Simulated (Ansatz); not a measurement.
# A series of runs on CuZn (Pm-3m, 2 atoms in the cell)

```xyz
2
Lattice="2.9978 0.0000 0.0000 0.0000 2.9978 0.0000 0.0000 0.0000 2.9978" Properties=species:S:1:pos:R:3 pbc="T T T"
Zn     1.4989     1.4989     1.4989
Cu     0.0000     0.0000     0.0000
```

Base run A: PBEsol, PAW files made with PBE (Ansatz, a program for electronic structure), self-consistent single point.

Its settings: basis.ecutwfc = 420 eV; kpoints.mp_grid.grid = 7 7 7; kpoints.mp_grid.shift = 0.5 0.5 0.5; hamiltonian.xc = pbesol; hamiltonian.pseudopotentials = {kind: paw} (an earlier, softer set of the program's PAW files); scf.occupations.method = cold; scf.occupations.width = 0.1 eV.

The starting cell has typed, rounded lattice constants, without a prior relaxation at this level. Its lattice was rescaled by a random factor within 2.5 % of one. Spin polarisation is off. In the base run, with a pressure of about -10 GPa the cell is away from its equilibrium volume at this level. Ansatz's pressure includes its estimate of the finite-basis (Pulay) stress.

ΔF is the free energy per atom less that of run A. 

The first pressure column holds Ansatz's estimate of the finite-basis (Pulay) stress, which hides part of the cutoff error; the other is without it.

In some runs the Pulay estimate is large (up to 110 GPa), a sign of a cutoff far from converged.

Run A gave: pressure (GPa) -9.97; pressure at a fixed set of plane waves (GPa) -10.09.

Runs:
- B: lattice scaled by 0.97
- C: lattice scaled by 0.97; basis.ecutwfc: 420 eV → 250 eV
- D: lattice scaled by 0.985
- E: lattice scaled by 0.985; basis.ecutwfc: 420 eV → 250 eV
- F: lattice scaled by 1.015
- G: lattice scaled by 1.015; basis.ecutwfc: 420 eV → 250 eV
- H: lattice scaled by 1.03
- I: lattice scaled by 1.03; basis.ecutwfc: 420 eV → 250 eV
- J: basis.ecutwfc: 420 eV → 250 eV

**Question.** What does run E change against A?

**Answer.** The free energy goes up by 1.25 eV/atom and the pressure goes from -9.97 to -2.72 GPa.

**Question.** What does run D change against A?

**Answer.** The free energy falls by 29.4 meV/atom and the pressure goes from -9.97 to -5.58 GPa.

**Question.** What does run J change against A?

**Answer.** The free energy rises by 1.27 eV/atom and the pressure goes from -9.97 to -8.17 GPa.

```tsv
run	ΔF (meV/atom)	pressure (GPa)	pressure at a fixed set of plane waves (GPa)
A	0.00	-9.97	-10.09
B	-39.8	0.10	-0.02
C	1264.7	3.03	-110.32
D	-29.4	-5.58	-5.70
E	1247.5	-2.72	-109.30
F	45.0	-13.32	-13.43
G	1306.6	-10.64	-107.23
H	102.9	-15.81	-15.92
I	1358.0	-12.33	-105.40
J	1274.4	-8.17	-108.94
```

Keys are those of Ansatz 0.2.
